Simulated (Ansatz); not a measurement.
BaO: pressure series

Consider BaO in the rock salt structure (space group Fm-3m, No. 225; a = 5.573 Å).

Cell and atoms are relaxed at each pressure.

Level of theory: PBE (Ansatz, an electronic-structure program; PAW; 420 eV plane waves; spin-orbit coupling left out).

```json
[
 {"P (GPa)": "-2.00", "V (Å³/atom)": "22.325"},
 {"P (GPa)": "-1.00", "V (Å³/atom)": "21.969"},
 {"P (GPa)": "2.10", "V (Å³/atom)": "21.036"},
 {"P (GPa)": "4.50", "V (Å³/atom)": "20.443"},
 {"P (GPa)": "9.00", "V (Å³/atom)": "19.528"},
 {"P (GPa)": "15.00", "V (Å³/atom)": "18.575"},
 {"P (GPa)": "22.50", "V (Å³/atom)": "17.648"},
 {"P (GPa)": "30.00", "V (Å³/atom)": "16.908"}
]
```

Problem. Fit a third-order Birch–Murnaghan equation of state.

Solution. Least squares on P(V) = (3B₀/2)[(V₀/V)^(7/3) − (V₀/V)^(5/3)]·[1 + (3/4)(B₀′ − 4)((V₀/V)^(2/3) − 1)] gives V₀ = 21.64 Å³/atom, B₀ = 69 GPa and B₀′ = 4.5.

Measured bulk modulus of BaO: 74.06 GPa (room temperature; as listed in Juan A. Santana et al., The Journal of Chemical Physics (2016)); the computed value is for a static lattice, so the two differ by thermal effects too.

Between the base and pressure 4.5 GPa the gap moves from 2.10 eV to 1.91 eV, a mean slope of -43 meV/GPa.

Load acts through the strain it causes; cell and atoms are relaxed under it. Stability against distortions was not tested. No other phases were tried under pressure.
